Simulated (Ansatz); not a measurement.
CdS under load (space group P6_3mc), Ansatz (a program for electronic structure) with r2SCAN with spin-orbit coupling, rigid bands. Condition of this run: hydrostatic pressure of -2.4 GPa (compression positive) (the target of the relaxation). Band gap 1.58 eV, N_c = 1.69e18 cm⁻³ and N_v = 5.04e19 cm⁻³ at 300 K, conductivity masses along y (a = (4.18, 0.00, 0.00) Å; b = (-2.09, 3.62, 0.00) Å; c = (0.00, 0.00, 6.81) Å) of 0.172 mₑ (electrons) and 1.26 mₑ (holes). Take k_BT = 0.02585 eV.

Problem. Find the intrinsic carrier density and the intrinsic Fermi level.

Solution. n_i = √(N_c N_v) exp(−E_g/2k_BT) = 9.23e18 × exp(−30.56) = 4.9e5 cm⁻³. The level lies (k_BT/2) ln(N_v/N_c) = 44 meV from mid-gap (positive towards the conduction band). Each 0.1 eV added to the gap lowers n_i by a factor of 6.9.

Problem. A film of it is 8 nm thick, with its normal along the direction named. Estimate the confinement energies in an infinite well.

Solution. ħ²π²/(2m t²) = 0.376 eV·nm²/(m/mₑ × t²) gives 34.2 meV for electrons and 4.66 meV for holes, so the gap would widen to about 1.62 eV. Finite barriers and nonparabolic bands lower this, and with several valleys or bands the heaviest mass along the normal sets the lowest level, not this average.

Problem. What thermal injection velocity √(2k_BT/πm) limits a ballistic channel along the direction named?

Solution. 1.30e7 cm/s for electrons and 4.79e6 cm/s for holes, a ratio of √(m_h/m_e) = 2.71, for dilute carriers.

Rigid bands with the computed gap; masses take one relaxation time for all states. Geometry: cell and atoms relaxed with PBEsol.
